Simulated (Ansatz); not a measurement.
**fluorite-type CoSi2 (0 0 1) on wurtzite GaN (1 1 0) (film strained to the substrate, faces as cut)**

A periodic stack without vacuum, fluorite-type CoSi2 (0 0 1) on wurtzite GaN (1 1 0) (film strained to the substrate, faces as cut): substrate slab Ga18N18, film Co8Si16, surface cells [[0, 1], [-1, 0]] and [[0, -1], [2, 1]], film strained by -2.2 and +4.0 %, faces GaN/GaN and Si/Co as cut (like faces can put a slab off its formula).

The start was prepared with a machine-learned potential, and the result is one local minimum, with the in-plane cell held and forces under 0.04 eV/Å; the film can end far from its bulk form.

Computed with PBE (plane waves to 420 eV, PAW; Ansatz, a program for electronic structure). Spin–orbit coupling is left out; the runs are not spin-polarised; PBE gaps are too small against experiment. Its k-point mesh 5×5×1, Fermi–Dirac width 0.05 eV.

The interface area comes out as 29.2 Å². The period is 25.79 Å, the gaps between the outermost planes at the two interfaces is 1.79 and 1.69 Å and the Co–Ga contacts across the interfaces within 1.22 times the sum of covalent radii comes out as 3, mean 2.60 Å. The Co–N contacts across the interfaces within 1.22 times the sum of covalent radii comes out as 2, mean 1.91 Å. The Ga–Si contacts across the interfaces within 1.22 times the sum of covalent radii is 2, mean 2.33 Å. The N–Si contacts across the interfaces within 1.22 times the sum of covalent radii comes out as 2, mean 1.86 Å.

```
CELL_PARAMETERS angstrom
      5.57464     0.00042    -0.00928
     -0.00017     5.24211    -0.13086
      1.80714    -2.85814    25.86389
ATOMIC_POSITIONS crystal
  Ga 0.36386 0.40374 0.03233
  Ga 0.03301 0.91220 0.03218
  N  0.34832 0.77883 0.03759
  N  0.03592 0.28193 0.03375
  Ga 0.84477 0.44897 0.09324
  Ga 0.51196 0.94938 0.09440
  N  0.84061 0.82250 0.09305
  N  0.51473 0.32248 0.09384
  Ga 0.32434 0.49113 0.15595
  Ga 0.99231 0.99044 0.15547
  N  0.32428 0.86779 0.15701
  N  0.99157 0.36739 0.15624
  Ga 0.80533 0.53234 0.21839
  Ga 0.47190 0.03275 0.21880
  N  0.80545 0.90900 0.21814
  N  0.47198 0.40920 0.21848
  Ga 0.28538 0.57432 0.28065
  Ga 0.95291 0.07409 0.28034
  N  0.28585 0.95154 0.28147
  N  0.95176 0.45141 0.28118
  Ga 0.76494 0.61637 0.34352
  Ga 0.43360 0.11652 0.34365
  N  0.76712 0.99259 0.34284
  N  0.43172 0.49283 0.34315
  Ga 0.24364 0.65813 0.40501
  Ga 0.91657 0.15797 0.40451
  N  0.24865 0.03575 0.40681
  N  0.90997 0.53558 0.40668
  Ga 0.71953 0.70023 0.46930
  Ga 0.39964 0.20095 0.46930
  N  0.73107 0.07278 0.46608
  N  0.38945 0.57353 0.46675
  Ga 0.20372 0.73242 0.52891
  Ga 0.87854 0.22862 0.52778
  N  0.22179 0.11620 0.53294
  N  0.85851 0.62008 0.53284
  Co 0.96700 0.04001 0.76124
  Co 0.46672 0.53916 0.76077
  Co 0.49982 0.97045 0.65629
  Co 0.99806 0.47253 0.65594
  Co 0.90785 0.19679 0.96661
  Co 0.41001 0.69743 0.96518
  Co 0.43269 0.11150 0.86405
  Co 0.93554 0.61178 0.86438
  Si 0.22958 0.25502 0.71003
  Si 0.73428 0.75764 0.71062
  Si 0.73523 0.25722 0.71073
  Si 0.23139 0.75687 0.71015
  Si 0.73496 0.20954 0.61271
  Si 0.30226 0.66142 0.61143
  Si 0.28433 0.20301 0.60226
  Si 0.76944 0.68857 0.60366
  Si 0.17996 0.40528 0.91432
  Si 0.68004 0.90655 0.91506
  Si 0.66296 0.39869 0.91604
  Si 0.16105 0.90226 0.91506
  Si 0.70154 0.32695 0.81338
  Si 0.20233 0.82585 0.81276
  Si 0.19947 0.32591 0.81245
  Si 0.69856 0.82586 0.81292
```
